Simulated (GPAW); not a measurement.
Input and output of a self-consistent single point for Cu (Fm-3m, 1 atom in the cell) (GPAW)

Level of theory: PBE, GPAW PAW datasets PBE (gpaw-data 1.0.1) (plane waves; GPAW).

This input was run:

```python
from ase import Atoms
from ase.units import GPa
from gpaw import GPAW

atoms = Atoms(['Cu'],
              cell=[[0.000000, 1.806602, 1.806602],
                    [1.806602, 0.000000, 1.806602],
                    [1.806602, 1.806602, 0.000000]],
              scaled_positions=[[0.000000, 0.000000, 0.000000]],
              pbc=True)

calc = GPAW(mode={'name': 'pw', 'ecut': 850},
            xc='PBE',
            kpts={'size': (16, 16, 16), 'gamma': True},
            occupations={'name': 'fermi-dirac', 'width': 0.136},
            nbands=-9,
            convergence={'forces': 0.001},
            symmetry={'symmorphic': False, 'tolerance': 0.0005},
            maxiter=120,
            txt='-')

atoms.calc = calc

energy = atoms.get_potential_energy()
print('Energy (eV):', round(energy, 6))
forces = atoms.get_forces()
print('Forces (eV/Ang):')
print(forces.round(5))
stress = atoms.get_stress()
print('Stress (GPa, Voigt):', (stress / GPa).round(4))
```

Output, abridged:

```
Input parameters:
  convergence: {forces: 0.001}
  kpts: {gamma: True,
         size: (16, 16, 16)}
  maxiter: 120
  mode: {ecut: 850,
         name: pw}
  nbands: -9
  occupations: {name: fermi-dirac,
                width: 0.136}
  symmetry: {symmorphic: False,
             tolerance: 0.0005}
  xc: PBE

species:
  Cu:
    name: Copper
    Z: 29.0
    valence: 11
    core: 18
    charge: 0.0
    file: Cu.PBE.gz

    # Using partial waves for Cu as LCAO basis

Reference energy: -45021.451841  # eV

Spin-paired calculation

Convergence criteria:
 Maximum [total energy] change in last 3 cyles: 0.0005 eV / valence electron
 Maximum integral of absolute [dens]ity change: 0.0001 electrons / valence electron
 Maximum integral of absolute [eigenst]ate change: 4e-08 eV^2 / valence electron
 Maximum change in the atomic [forces] across last 2 cycles: 0.001 eV/Ang OR
Maximum error relative to the maximum force is below inf
 Maximum number of scf [iter]ations: 120

Symmetries present (total): 48
Symmetries with fractional translations: 0
4096 k-points: 16 x 16 x 16 Monkhorst-Pack grid + [1/32,1/32,1/32]
145 k-points in the irreducible part of the Brillouin zone
       k-points in crystal coordinates                weights
   0:     0.00000000    0.00000000    0.00000000          1/4096
   1:     0.06250000    0.06250000    0.00000000          6/4096
   2:     0.06250000    0.06250000    0.06250000          8/4096
   [... 7 lines left out ...]
          ...
 144:     0.50000000    0.50000000    0.50000000          4/4096

Wave functions: Plane wave expansion
  Cutoff energy: 850.000 eV
  Number of coefficients (min, max): 645, 684
  Pulay-stress correction: 0.000000 eV/Ang^3 (de/decut=0.000000)

Occupation numbers: Fermi-Dirac:
  width: 0.1360  # eV

Eigensolver

Densities:
  Coarse grid: 18*18*18 grid
  Fine grid: 36*36*36 grid
  Total Charge: 0.000000

Density mixing:
  Method: separate
  Backend: pulay
  Linear mixing parameter: 0.05
  old densities: 5
  Damping of long wavelength oscillations: 50

Hamiltonian:
  XC and Coulomb potentials evaluated on a 36*36*36 grid
  External potential:
    NoExternalPotential

XC parameters: PBE with 2 nearest neighbor stencil

Number of atoms: 1
Number of atomic orbitals: 9
Number of bands in calculation: 14
Number of valence electrons: 11
Bands to converge: occupied

Density initialized from atomic densities
  9 bands from LCAO basis set
  5 bands from random numbers

Atomic positions and initial magnetic moments

Positions:
   0 Cu     0.000000    0.000000    0.000000    ( 0.0000,  0.0000,  0.0000)

Unit cell:
           periodic     x           y           z      points  spacing
  1. axis:    yes    0.000000    1.806602    1.806602    18     0.1159
  2. axis:    yes    1.806602    0.000000    1.806602    18     0.1159
  3. axis:    yes    1.806602    1.806602    0.000000    18     0.1159

  Lengths:   2.554921   2.554921   2.554921
  Angles:   60.000000  60.000000  60.000000

Effective grid spacing dv^(1/3) = 0.1265

     iter     time        total  log10-change:
                         energy   eigst   dens  force
iter:   1 --:--:--    -4.661093
iter:   2 --:--:--    -4.293675   -2.45  -1.18
iter:   3 --:--:--    -3.733284   -1.72  -1.27
iter:   4 --:--:--    -3.731793   -3.88  -1.84
iter:   5 --:--:--    -3.708298   -3.14  -1.90
iter:   6 --:--:--    -3.708334   -4.17  -3.22
iter:   7 --:--:--    -3.708561c  -4.56  -3.27
iter:   8 --:--:--    -3.708316c  -5.20  -2.84
iter:   9 --:--:--    -3.708315c  -7.24  -4.06c
iter:  10 --:--:--    -3.708316c  -8.31c -4.36c
iter:  11 --:--:--    -3.708316c  -8.30c -4.45c -22.95c

Converged after 11 iterations.

Dipole moment: (-0.000000, 0.000000, 0.000000) |e|*Ang

Energy contributions relative to reference atoms: (reference = -45021.451841)

Kinetic:        -12.674183
Potential:       +9.956236
External:        +0.000000
XC:              -1.070936
Entropy (-ST):   -0.018460
Local:           +0.089797
SIC:             +0.000000
--------------------------
Free energy:     -3.717546
Extrapolated:    -3.708316

Showing only first 2 kpts
 Kpt  Band  Eigenvalues  Occupancy
  0     3      5.04029    2.00000
  0     4      5.86002    2.00000
  0     5      5.86002    2.00000
  0     6     31.07706    0.00000

  1     3      5.08498    2.00000
  1     4      5.80941    2.00000
  1     5      5.88045    2.00000
  1     6     30.36999    0.00000

Fermi level: 8.05973

No gap
No difference between direct/indirect transitions
Energy (eV): -3.708316

Forces in eV/Ang:
  0 Cu   -0.00000    0.00000   -0.00000

Stress tensor:
    -0.019716    -0.000000    -0.000000
    -0.000000    -0.019716    -0.000000
    -0.000000    -0.000000    -0.019716
Stress (GPa, Voigt): [-3.1588 -3.1588 -3.1588 -0.     -0.     -0.    ]
```

The run converged in 11 iterations. GPAW prints stress with tension positive.

The starting cell comes from a database of computed structures (which also holds hypothetical and non-ambient phases and stackings), without a prior relaxation at this level. Its lattice was rescaled by a random factor within 2.5 % of one. Spin polarisation is off. With a pressure of about 3 GPa the cell is away from its equilibrium volume at this level.

Cost on one core of a shared machine: roughly 40 s.
